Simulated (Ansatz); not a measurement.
## Response to strain in TiAl

The reference is TiAl (space group P4/mmm, No. 123; a = 2.813 Å, c = 4.062 Å; relaxed with 0.1 eV smearing). Axes: x, y, z lie along a, b, c of the conventional cell.

Strains are applied to the cell and any free atomic positions relax.

Level of theory: r2SCAN in Ansatz (plane waves to 500 eV, PAW, no SOC).

Notes on the quantities. pressure: mean of the normal stresses, compression positive; energy relative to the base: free energy F.

```csv
case,pressure,volume per atom,energy relative to the base
base,0.0 GPa,16.07 Å³,0 meV/atom
uniaxial strain ε_zz = +0.50 %,-0.6 GPa,16.15 Å³,+0.2 meV/atom
uniaxial strain ε_zz = +1.00 %,-1.2 GPa,16.23 Å³,?
uniaxial strain ε_zz = +1.50 %,?,16.31 Å³,+2.1 meV/atom
uniaxial strain ε_zz = +2.00 %,-2.3 GPa,16.39 Å³,+3.7 meV/atom
uniaxial strain ε_zz = +2.50 %,-2.8 GPa,16.47 Å³,+5.7 meV/atom
uniaxial strain ε_zz = +3.00 %,-3.4 GPa,16.55 Å³,+8.1 meV/atom
```

### Question
Fill in the withheld entries from the trend.

### Answer

- uniaxial strain ε_zz = +1.00 %, energy relative to the base: +0.9 meV/atom
- uniaxial strain ε_zz = +1.50 %, pressure: -1.7 GPa

Whether these cells are dynamically stable was not tested. All final runs are without spin polarisation.

Ansatz is a program for electronic structure.
